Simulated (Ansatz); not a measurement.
# How a calculation on Li3Sc (P6_3/mmc, 8 atoms in the cell) responds to its settings

```xyz
8
Lattice="5.8707 0.0000 0.0000 -2.9353 5.0841 0.0000 0.0000 0.0000 4.7087" Properties=species:S:1:pos:R:3 pbc="T T T"
Li     2.9353     3.4491     1.1772
Li    -1.5193     4.2666     3.5315
Li     1.4160     0.8175     1.1772
Li     0.0000     1.6351     3.5315
Li     4.4547     0.8175     1.1772
Li     1.5193     4.2666     3.5315
Sc     0.0000     3.3894     1.1772
Sc     2.9353     1.6947     3.5315
```

Base run A: PBEsol, default PAW files made with PBE (Ansatz, a quantum-chemistry and plane-wave program), self-consistent single point.

Its settings: basis.ecutwfc = 420 eV; kpoints.mp_grid.grid = 5 5 6; hamiltonian.xc = pbesol; hamiltonian.pseudopotentials = {kind: paw} (the program's default PAW files); scf.occupations.method = cold; scf.occupations.width = 0.136 eV.

The starting cell was generated: these elements placed on a structure prototype, without a prior relaxation; it need not be a known phase or ordering of this composition. Its lattice was rescaled by a random factor within 2.5 % of one. In the base run, with a pressure of about 4 GPa the cell is away from its equilibrium volume at this level. Ansatz's pressure includes its estimate of the finite-basis (Pulay) stress.

ΔF is the free energy per atom less that of run A. 

| run | scf.mixing.algorithm, scf.mixing.beta | ΔF (meV/atom) | pressure (GPa) | iterations |
|---|---|---|---|---|
| A | default (the program chose MSR1), default | 0.00 | 4.50 | 6 |
| B | anderson, 0.02 | 0.00 | 4.50 | 12 |
| C | anderson, 0.05 | 0.00 | 4.50 | 11 |
| D | anderson, 0.1 | 0.00 | 4.50 | 10 |
| E | anderson, 0.2 | 0.00 | 4.50 | 9 |
| F | anderson, 0.3 | 0.00 | 4.50 | 9 |
| G | anderson, 0.5 | 0.00 | 4.50 | 7 |
| H | anderson, 0.7 | 0.00 | 4.50 | 7 |
| I | anderson, 0.9 | 0.00 | 4.50 | 7 |
| J | anderson, 1 | 0.00 | 4.50 | 7 |

Runs B, C, D, E, F, G, H, I, J ended on the same solution as A (within 1 meV/atom). The fewest iterations to that state were 6 (A); the most were 12.

Keys are those of Ansatz 0.2.
